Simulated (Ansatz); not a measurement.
Data:

End structure of a constructed model of the (0001) surface of wurtzite ZnO, Zn-terminated, 2x2 Mg adatom at T4 (bottom of the slab: 2 H on 4 bottom sites):

```yaml
crystal:
  lattice:
    - [6.55898, 0.00000, 0.00000]
    - [-3.27949, 5.68024, 0.00000]
    - [0.00000, 0.00000, 30.50000]
  atoms:
    - { symbol: O, position: [0.33494, 0.16506, 0.30121] }
    - { symbol: O, position: [0.83619, 0.16381, 0.30064] }
    - { symbol: O, position: [0.33619, 0.66381, 0.30064] }
    - { symbol: O, position: [0.83493, 0.66507, 0.30120] }
    - { symbol: Zn, position: [0.15626, 0.34374, 0.32070] }
    - { symbol: Zn, position: [0.67954, 0.32049, 0.32260] }
    - { symbol: Zn, position: [0.17951, 0.82046, 0.32260] }
    - { symbol: Zn, position: [0.65626, 0.84374, 0.32068] }
    - { symbol: O, position: [0.16667, 0.33333, 0.38737] }
    - { symbol: O, position: [0.66667, 0.33333, 0.38737] }
    - { symbol: O, position: [0.16667, 0.83333, 0.38737] }
    - { symbol: O, position: [0.66667, 0.83333, 0.38737] }
    - { symbol: Zn, position: [0.33333, 0.16667, 0.40836] }
    - { symbol: Zn, position: [0.83333, 0.16667, 0.40836] }
    - { symbol: Zn, position: [0.33333, 0.66667, 0.40836] }
    - { symbol: Zn, position: [0.83333, 0.66667, 0.40836] }
    - { symbol: O, position: [0.33365, 0.16635, 0.47385] }
    - { symbol: O, position: [0.83309, 0.16676, 0.47441] }
    - { symbol: O, position: [0.33324, 0.66691, 0.47441] }
    - { symbol: O, position: [0.83364, 0.66636, 0.47429] }
    - { symbol: Zn, position: [0.16746, 0.33254, 0.49484] }
    - { symbol: Zn, position: [0.66525, 0.33253, 0.49517] }
    - { symbol: Zn, position: [0.16747, 0.83475, 0.49517] }
    - { symbol: Zn, position: [0.66677, 0.83323, 0.49510] }
    - { symbol: O, position: [0.16854, 0.33146, 0.56102] }
    - { symbol: O, position: [0.66313, 0.33151, 0.56126] }
    - { symbol: O, position: [0.16849, 0.83687, 0.56126] }
    - { symbol: O, position: [0.66689, 0.83311, 0.56174] }
    - { symbol: Zn, position: [0.33317, 0.16683, 0.58460] }
    - { symbol: Zn, position: [0.83584, 0.17093, 0.58061] }
    - { symbol: Zn, position: [0.32907, 0.66416, 0.58061] }
    - { symbol: Zn, position: [0.83562, 0.66438, 0.58075] }
    - { symbol: O, position: [0.33317, 0.16683, 0.65131] }
    - { symbol: O, position: [0.83471, 0.16883, 0.64776] }
    - { symbol: O, position: [0.33117, 0.66529, 0.64776] }
    - { symbol: O, position: [0.83475, 0.66525, 0.64799] }
    - { symbol: Zn, position: [0.15958, 0.34042, 0.67261] }
    - { symbol: Zn, position: [0.67981, 0.33926, 0.67214] }
    - { symbol: Zn, position: [0.16074, 0.82019, 0.67214] }
    - { symbol: Zn, position: [0.66681, 0.83319, 0.65778] }
    - { symbol: H, position: [0.33649, 0.16351, 0.26934] }
    - { symbol: H, position: [0.83650, 0.66350, 0.26932] }
    - { symbol: Mg, position: [0.33300, 0.16700, 0.73730] }
```

Slab: 43 atoms, 14.2 Å thick at the start with caps and adatoms; k 4x4x1, smearing 0.025 eV, dipole-corrected; single point; on the structure that PBE left under its start's symmetry; no spin, no spin-orbit, no U. It is one candidate, not shown to be the stable structure of the face.

Problem. What is the computed gap of the slab on its k-mesh (r2SCAN, at the PBE geometry (Ansatz, an electronic-structure program))?

Solution. 0.30 eV

Problem. Give the highest filled level below the top vacuum level at the level r2SCAN, at the PBE geometry.

Solution. 3.44 eV
